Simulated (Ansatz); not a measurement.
The parent structure is a 16-atom supercell of HfC in the rock salt structure (space group Fm-3m, No. 225; a = 4.641 Å) at its relaxed geometry.

Calculations: r2SCAN, PAW, 500 eV (Ansatz, a quantum-chemistry and plane-wave program; spin-orbit coupling left out).

For the base:

| Quantity | Value |
|---|---|
| Pressure | 0.0 GPa |
| Mean distance from the defect site to its nearest host atoms | 2.32 Å |

Now apply this change: one Hf atom is removed, atoms relaxed at fixed cell, starting from a slightly rattled geometry.

### Question
What happens to the pressure?

### Answer
The pressure goes from zero to -1.5 GPa.

### Question
Predict the new mean distance from the defect site to its nearest host atoms.

### Answer
The mean distance from the defect site to its nearest host atoms grows by 0.09 Å, from 2.32 Å to 2.41 Å.

In so small a cell the defect repeats every few ångströms: this is an ordered compound, not a dilute defect. The final runs are not spin-polarised. The defect cell is not spin-polarised.
